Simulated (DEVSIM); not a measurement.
Structure: illuminated Si p-on-n cell, one wavelength, with a back-surface field, at 350 K.

Layer 1 from the left is Si, thickness (μm) 0.300, Na (cm⁻³) 1.9e19, τn (s) 3.1e-6, τp (s) 4.8e-7, absorption coefficient (cm⁻¹) 21000. Layer 2 from the left is Si, thickness (μm) 170, Nd (cm⁻³) 1e16, τn (s) 4e-6, τp (s) 4e-6, absorption coefficient (cm⁻¹) 21000. Layer 3 from the left is Si, thickness (μm) 0.520, Nd (cm⁻³) 4.9e18, τn (s) 4e-6, τp (s) 4e-6, absorption coefficient (cm⁻¹) 21000.

Left contact: ohmic, minority electron recombination velocity 1e5 cm/s. Right contact: ohmic, minority hole recombination velocity 2000 cm/s. Voltage is applied to the left contact. Recombination: SRH at mid-gap, radiative, Auger. Light enters at the left, 3.9e16 photons cm⁻² s⁻¹, one pass, no reflection. Mobility is constant in doping.

The device is made up for the run: typed textbook-type constants, with dimensions and the other settings drawn at random. Values at 300 K; Nc and Nv go as T^1.5, mobilities as T to minus their exponent, the gap by Varshni's rule with the affinity fixed.

Si: gap (eV) 1.124, affinity (eV) 4.05, permittivity 11.7, Nc (cm⁻³) 2.86e19, Nv (cm⁻³) 3.1e19, μn (cm²/Vs) 1417, μp (cm²/Vs) 470, T exponent of μn 2.3, T exponent of μp 2.2, B (cm³/s) 4.7e-15, Cn (cm⁶/s) 2.8e-31, Cp (cm⁶/s) 9.9e-32, Varshni α (eV/K) 0.000473, Varshni β (K) 636.

Model (solved in DEVSIM): 1D drift-diffusion, Boltzmann statistics, complete ionisation; no tunnelling, impact ionisation, image-force lowering or self-heating.

Dark forward current:

| |V| (V) | |J| (A/cm²) |
|---|---|
| 0.05 | 5.420e-8 |
| 0.10 | 2.237e-7 |
| 0.15 | 8.674e-7 |
| 0.20 | 3.666e-6 |
| 0.25 | 1.694e-5 |
| 0.30 | 8.308e-5 |
| 0.35 | 0.0004213 |
| 0.40 | 0.002171 |
| 0.45 | 0.01124 |
| 0.50 | 0.05713 |
| 0.55 | 0.2659 |
| 0.60 | 0.9887 |
| 0.65 | 2.839 |
| 0.70 | 7.130 |
| 0.75 | 17.49 |
| 0.80 | 43.42 |
| 0.85 | 106.9 |
| 0.90 | 244.5 |
| 0.95 | 488.1 |
| 1.00 | 844.6 |
| 1.05 | 1303 |
| 1.10 | 1847 |
| 1.15 | 2462 |

Task: Work out the local ideality factor n = ΔV / (kT/q · ln(J2/J1)) between the rows 0.15 and 0.20 V, 0.40 and 0.45 V, 1.10 and 1.15 V.

Result: kT/q = 30.16 mV. From 0.15 to 0.20 V: ln(3.666e-6/8.674e-7) = 1.441, n = 1.15. From 0.40 to 0.45 V: ln(0.01124/0.002171) = 1.644, n = 1.01, near the 1 of diffusion or emission over a barrier. From 1.10 to 1.15 V: ln(2462/1847) = 0.287, n = 5.77.

Task: What current could the absorbed light give at most, and what share is collected?

Result: Σ αd = 359, so qΦ(1 − exp(−Σ αd)) = 6.25 mA/cm². The simulated short-circuit current is 6.083 mA/cm², a share of 0.97.

Task: Estimate the open-circuit voltage by superposition: the voltage at which the dark current equals that short-circuit current.

Result: Interpolating ln J in the table gives 0.431 V. The simulation gives 0.431 V, the same within the digits that matter. Superposition holds where collection doesn't change with voltage.

Task: Estimate the fill factor from FF0 = (v − ln(v + 0.72))/(v + 1), v = qVoc/(nkT), with n from the dark curve.

Result: The rows about Voc, 0.40 and 0.45 V, give n = 1.01, so v = 14.2 and FF0 = 0.756. The simulation gives 0.757, the same within the digits that matter.
